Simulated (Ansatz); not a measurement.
Take TiC in the rock salt structure (space group Fm-3m, No. 225; relaxed with 0.1 eV smearing) as the base.

```cif
data_C4Ti4
_chemical_formula_sum 'Ti4 C4'
_space_group_name_H-M_alt 'Fm-3m'
_space_group_IT_number 225
_space_group_name_Hall '-F 4 2 3'
_cell_length_a 4.29337
_cell_length_b 4.29337
_cell_length_c 4.29337
_cell_angle_alpha 90.000
_cell_angle_beta 90.000
_cell_angle_gamma 90.000
loop_
_atom_site_label
_atom_site_type_symbol
_atom_site_symmetry_multiplicity
_atom_site_Wyckoff_symbol
_atom_site_fract_x
_atom_site_fract_y
_atom_site_fract_z
_atom_site_occupancy
Ti1 Ti 4 a 0.00000 0.00000 0.00000 1
C1 C 4 b 0.50000 0.50000 0.50000 1
```
(The calculation used a cell of 2 atoms; values per cell refer to that cell.)

Computed with Ansatz (a program for electronic structure), PBEsol, PAW, cutoff 420 eV, without spin-orbit coupling.

Strains are applied to the cell and any free atomic positions relax.

One change was made to it. Results:

| quantity | base | after |
|---|---|---|
| pressure | 0.0 GPa | 23.6 GPa |
| energy relative to the base (free energy F) | 0 meV/atom | +50 meV/atom |

Problem. What was done to the base?
(A) isotropic strain +1.00 %
(B) isotropic strain +2.00 %
(C) isotropic strain −2.00 %
(D) isotropic strain −2.50 %
(E) isotropic strain −1.00 %

Solution. D, isotropic strain −2.50 %. For comparison, the energy relative to the base in the other runs: isotropic strain +1.00 % gives +7.2 meV/atom; isotropic strain +2.00 % gives +28 meV/atom; isotropic strain −2.00 % gives +32 meV/atom; isotropic strain −1.00 % gives +7.7 meV/atom.

No phonon test of stability was made. All final runs are without spin polarisation.
